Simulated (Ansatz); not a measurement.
Levels about the gap of amorphous Al28O43Sr (72 atoms in a cell of 798 Å³, 3.19 g/cm³; zone centre alone, so wide bands show as single levels with stretches between that a denser mesh fills), at the geometry that PBE relaxed, where it gives -0.6 GPa on a denser mesh. The participation number counts the atoms over which a state spreads; weights are charges in smoothed Voronoi cells. The levels come from a single point, so bond lengths are those of that geometry. Method of the levels: PBE, scalar-relativistic without spin-orbit coupling (Ansatz, a quantum-chemistry and plane-wave program). Sampling: the zone centre alone; Fermi-Dirac width 0.02 eV; no spin polarisation. At PBE the levels at the filled edge of the gap are localised (band-tail or defect states), and the nearest spread-out levels lie 4.2 eV apart at the zone centre.

The cell was made by melting and quenching with the CHGNet potential and then relaxed with DFT. O atoms were pushed apart under 1.9 Å during the dynamics, to hinder bonds among them. The hot cell started wider than the set density and was brought back towards it in steps. It is the lowest in DFT energy of 2 quenches. It is a model cell: composition and starting density were chosen by hand, and all elements were melted together. No dispersion term was used. Its density started from a set value of 3.19 and ended at 3.19 g/cm³. Cooling (nominally 410 K/ps over its main leg) ran many orders faster than in experiment, which tends to leave more defects and strain. Values belong to this one cell and scatter from quench to quench. The volume was held where the preparation left it and the shape relaxed, at a PBE pressure of -0.6 GPa (tension). Stress components on the final sampling reach 0.7 GPa.

```
E - E(highest filled), eV  filling  participation number        largest on  weight O  weight Al  weight Sr
-------------------------  -------  --------------------  ----------------  --------  ---------  ---------
-0.37                       filled                   7.1   O, 4 neighbours      0.94       0.05       0.01
-0.33                       filled                   8.3   O, 2 neighbours      0.94       0.06       0.00
-0.25                       filled                  14.0   O, 3 neighbours      0.95       0.05       0.00
-0.22                       filled                  10.4   O, 4 neighbours      0.95       0.05       0.00
-0.14                       filled                   9.5   O, 3 neighbours      0.95       0.05       0.00
-0.10                       filled                  13.2   O, 3 neighbours      0.95       0.05       0.00
0.00                        filled                   3.9   O, 2 neighbours      0.95       0.04       0.00
3.68                         empty                  61.8  Al, 5 neighbours      0.58       0.41       0.02
5.31                         empty                  19.3  Al, 5 neighbours      0.56       0.44       0.00
5.76                         empty                  16.5  Al, 5 neighbours      0.53       0.43       0.04
6.06                         empty                  35.9  Al, 4 neighbours      0.61       0.36       0.04
6.09                         empty                  24.0  Al, 5 neighbours      0.56       0.34       0.10
```

Most localised among these is the filled level at +0.00 eV, on a O atom, which has 2 neighbours (Al 1.73 Å, Al 1.74 Å).
